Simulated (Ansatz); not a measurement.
# A computed series for RhSb3: pressure series

The reference is RhSb3 (space group Im-3, No. 204; a = 9.248 Å).

Cell and atoms are relaxed at each pressure.

Level of theory: Ansatz (a first-principles code) PBEsol, no SOC.

| pressure (GPa) | volume per atom (Å³/atom) |
|---|---|
| -1 | 24.969 |
| 0 | 24.715 |
| 0.3 | ? |
| 0.7 | 24.548 |
| 1.5 | 24.359 |
| 3 | 24.031 |
| 5 | 23.631 |
| 7.5 | 23.181 |
| 10 | 22.776 |

Problem. Fit the third-order Birch–Murnaghan form P(V) = (3B₀/2)[(V₀/V)^(7/3) − (V₀/V)^(5/3)]·[1 + (3/4)(B₀′ − 4)((V₀/V)^(2/3) − 1)] (squares taken in P) to the rows shown and predict the withheld row.

Solution. Least squares on the printed values gives V₀ = 24.715 Å³/atom, B₀ = 99.7 GPa, B₀′ = 5.0; this predicts 24.641 Å³/atom, and the run gives 24.643 Å³/atom, 0.002 higher.

Load acts through the strain it causes; cell and atoms are relaxed under it. Stability against distortions was not tested. Competing high-pressure phases were not computed. All final runs are without spin polarisation.
